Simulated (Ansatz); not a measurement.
The parent structure is GaN in the zinc blende structure (space group F-43m, No. 216).

```
CELL_PARAMETERS angstrom
      0.00000     2.24904     2.24904
      2.24904     0.00000     2.24904
      2.24904     2.24904     0.00000
ATOMIC_POSITIONS crystal
  Ga 0.00000 0.00000 0.00000
  N  0.25000 0.25000 0.25000
```

Cartesian axes are those of the cell as printed.

Level of theory: Kohn–Sham DFT with the PBEsol functional, run in Ansatz (an electronic-structure program) with PAW and 420 eV plane waves, no SOC.

Strains are applied to the cell and any free atomic positions relax.

One change was made to it. Results:

The gap character is still direct at Γ; the band gap shrinks by 0.02 eV to 1.68 eV; the valence-band top at Γ (three highest levels, from the VBM) changes from 0.00, 0.00, 0.00 eV to 0.00, -0.02, -0.04 eV.

Question: Name the change that was made.
(A) tensor shear ε_xy = +0.86 %
(B) tensor shear ε_xy = +0.29 %
(C) tensor shear ε_xy = +1.71 %

Answer: B, tensor shear ε_xy = +0.29 %. For comparison, the band gap in the other runs: tensor shear ε_xy = +0.86 % gives 1.64 eV; tensor shear ε_xy = +1.71 % gives 1.56 eV.

Whether these cells are dynamically stable was not tested. This is not the structure that GaN has at room temperature and ambient pressure. Labels are those of the standard path for the cell's own space group.
